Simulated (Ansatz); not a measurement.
The starting structures come from a database of crystals and need not be the phases stable at ambient conditions.

 Where the default PAW files enter, the runs use the earlier of Ansatz's two default sets.

```
Si
1.0
    3.83132     0.00000     0.00000
    0.00000     6.33262     0.00000
    1.91566     0.00000     3.31802
Si
4
Direct
  0.33333   0.93699   0.33333
  0.66667   0.06301   0.66667
  0.66667   0.43699   0.66667
  0.33333   0.56301   0.33333
```

Space group of this cell: P6_3/mmc. The cell is taken as given.

All values below come from r2SCAN (plane waves, PAW; Ansatz, a quantum-chemistry and plane-wave program).

The current runs along the normal of the first two printed vectors; no spin-orbit coupling. Scaled by the factor s: the length along the current (ions clamped). Meshes 10×6×10 and 8×6 across the current in all rows.

| s | mean pressure (GPa) | slowest mid-gap decay constant κ (1/Å) |
|---|---|---|
| 0.97 | 3.4 | 0.077 |
| 1.00 | 0.2 | 0.096 |
| 1.03 | -2.5 | ? |

Take the slope of the slowest mid-gap decay constant κ against ln s from the two given rows, extrapolate to s = 1.03, and say what the run there gives.

Slope = (0.077 − 0.096) / ln 0.97 = 0.624 1/Å. The line gives 0.096 + (0.624) × ln 1.03 = 0.114 1/Å. The run gives 0.089 1/Å, 0.025 1/Å under the line, 138 % of the predicted step.
